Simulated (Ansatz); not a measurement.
Defect migration in chalcopyrite CuGaSe2: interstitial Cu, charge state +1. The step: a direct jump of one Cu atom; the atom moves 1.76 Å along (-0.21, 0.00, 0.12) of the unit cell; the moving atom starts with neighbours Cu at 2.43, Cu at 2.44; Ga at 2.52; Se at 2.42, Se at 2.45, Se at 2.48 Å and ends with 2 Cu at 2.43; Ga at 2.51; Se at 2.41, Se at 2.45, Se at 2.49 Å. A PBE band in Ansatz (plane-wave PAW, one k-point at (0.250, 0.250, 0.250), 64 host sites, 23 SCF runs with any check of the saddle's order, static, no finite-size correction) gives a forward barrier of 0.070 eV. The saddle point's order was not checked, and it lies on a symmetry element of the cell, where a band can be held. The charge state is imposed; whether it is stable for some Fermi level was not computed. Sites that were not tried may lie lower.

Single points at the band's start and saddle point can refine it. Rough cost of one point, in units of the band's mean SCF on the same machine:

```csv
Level,Cost of one point
"PBE, a 2×2×2 k-point mesh shifted by half a step",about 4
"r2SCAN at 500 eV, one k-point at (0.250, 0.250, 0.250)",about 2
```

Task: Which of these move the barrier by more than 0.1 eV, and how far does each move it?

Result: Not one does. PBE, a 2×2×2 k-point mesh shifted by half a step: -0.01 eV; r2SCAN at 500 eV, one k-point at (0.250, 0.250, 0.250): +0.06 eV. Each functional is compared with PBE at the same k-points.

Ansatz is a first-principles code.
